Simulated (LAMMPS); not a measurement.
LAMMPS 22 Jul 2025, classical MD, Stillinger-Weber (Si.sw): Si, 32768 atoms.

```
Property                                                                                                               Result
-----------------------------------------------  ----------------------------------------------------------------------------
task                                                                                                                  MD, nve
potential                                                                                             Stillinger-Weber, Si.sw
copies of the repeat unit                                                                                            16×16×16
shape (slab and sphere leave vacuum in the box)                                                                          slab
temperature                                                                                                             800 K
steps                                                                                                                    2000
timestep                                                                                                                 1 fs
neighbor skin                                                                                                             2 Å
neigh_modify                                                                                        every 1 delay 0 check yes
thermo                                                                                                                    100
newton                                                                                                           on (default)
atom_modify sort (bins of 2 Å where set)                                                                       1000 (default)
box                                              86.9 × 86.9 × 260.7 Å, the slab in its lowest third along z, the rest vacuum
start                                                                     generated diamond lattice, warmed in an untimed run
compared values                                                       energy and forces of the first step, drift over the run
```

Hardware: AMD EPYC (Zen 5), 96 cores on 1 socket, no SMT, 12 L3 cache groups.

Each time is the median wall time of two to five repeats, run one at a time on the otherwise empty machine; start-up is included. Processes are pinned to neighbouring cores unless said otherwise. The times hold for this build (conda-forge: Open MPI, OPENMP and OPT packages, FFTW). Scratch files lie in a memory file system. A preparatory run goes ahead and isn't timed.

First run (64 ranks, comm = brick (default), balance = none (default), processors = * * * (default), suffix = none (plain styles) (default)):

```
Loop time of 2.8827 on 64 procs for 2000 steps with 32768 atoms

Performance: 59.944 ns/day, 0.400 hours/ns, 693.795 timesteps/s, 22.734 Matom-step/s
99.3% CPU use with 64 MPI tasks x 1 OpenMP threads

MPI task timing breakdown:
Section |  min time  |  avg time  |  max time  |%varavg| %total
---------------------------------------------------------------
Pair    | 7.039e-05  | 0.83628    | 2.5868     | 119.8 | 29.01
Neigh   | 4.45e-05   | 0.016051   | 0.048651   |  16.5 |  0.56
Comm    | 0.0011165  | 0.56174    | 2.746      | 120.1 | 19.49
Output  | 0.0003859  | 0.015913   | 0.031158   |  12.1 |  0.55
Modify  | 0.00015874 | 0.0045381  | 0.013479   |   8.4 |  0.16
Other   |            | 1.448      |            |       | 50.24

Nlocal:            512 ave        1548 max           0 min
Histogram: 40 0 0 0 0 0 8 0 0 16
Nghost:        882.375 ave        2725 max           0 min
Histogram: 32 0 8 0 0 8 0 4 4 8
Neighs:              0 ave           0 max           0 min
Histogram: 64 0 0 0 0 0 0 0 0 0
FullNghs:      17785.3 ave       54984 max           0 min
Histogram: 40 0 0 0 0 0 8 0 0 16

Total # of neighbors = 1138258
Ave neighs/atom = 34.736877
Neighbor list builds = 30
Dangerous builds = 0
```

Second run:

```
Loop time of 1.10571 on 64 procs for 2000 steps with 32768 atoms

Performance: 156.279 ns/day, 0.154 hours/ns, 1808.789 timesteps/s, 59.270 Matom-step/s
96.7% CPU use with 64 MPI tasks x 1 OpenMP threads

MPI task timing breakdown:
Section |  min time  |  avg time  |  max time  |%varavg| %total
---------------------------------------------------------------
Pair    | 0.77093    | 0.80958    | 0.84659    |   2.0 | 73.22
Neigh   | 0.015277   | 0.016078   | 0.016846   |   0.3 |  1.45
Comm    | 0.22595    | 0.26158    | 0.29876    |   3.5 | 23.66
Output  | 0.00033023 | 0.00038404 | 0.00057789 |   0.0 |  0.03
Modify  | 0.0043954  | 0.0046008  | 0.0049363  |   0.2 |  0.42
Other   |            | 0.01349    |            |       |  1.22

Nlocal:            512 ave         534 max         494 min
Histogram: 4 3 6 11 17 8 5 4 5 1
Nghost:        1366.41 ave        1467 max        1120 min
Histogram: 16 0 0 0 0 0 0 0 8 40
Neighs:              0 ave           0 max           0 min
Histogram: 64 0 0 0 0 0 0 0 0 0
FullNghs:      17785.3 ave       18785 max       16608 min
Histogram: 1 1 8 7 10 9 10 13 4 1

Total # of neighbors = 1138258
Ave neighs/atom = 34.736877
Neighbor list builds = 30
Dangerous builds = 0
```

Q: Both blocks come from the same system on the same machine. Which change was made from the first run to the second?
A. processors = 1 1 64
B. processors = 4 4 4
C. 8 ranks × 8 threads, suffix = omp
D. comm = tiled, balance = balance 1.05 rcb

A: D, comm = tiled, balance = balance 1.05 rcb. The largest move is in other (Other): 1.4 s to 0.013 s. The slowest rank's pair time is 3.09 times the mean in the first run and 1.05 times in the second; the others wait. The other changes gave 3.5 s (processors = 4 4 4), 3.6 s (processors = 1 1 64), 3.3 s (8 ranks × 8 threads, suffix = omp), against 1.8 s here and 3.5 s at first.
